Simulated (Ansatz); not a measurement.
**GaP (model structure, started from the WC type, P-6m2, No. 187, 2 atoms in the cell): properties by level of theory**

```csv
level (code),lattice constant a (Å),lattice parameter c (Å)
PBE (Ansatz),(withheld),3.132
PBEsol (Ansatz),3.550,3.121
PBE-D3(BJ) (Ansatz),3.548,(withheld)
r²SCAN (Ansatz),(withheld),3.110
```

Q: Fill in the missing entries.

A: 
- PBE (Ansatz, a program for electronic structure), lattice constant a (Å): 3.632
- PBE-D3(BJ) (Ansatz), lattice parameter c (Å): 3.128
- r²SCAN (Ansatz), lattice constant a (Å): 3.598

Ansatz's density-functional and Hartree–Fock values are scalar-relativistic unless marked +SOC, with PAW data made under PBE.

A model structure was made by putting elements into a prototype or built by hand; it is no filed structure, need not be a known phase, and can be a saddle point held by its symmetry.
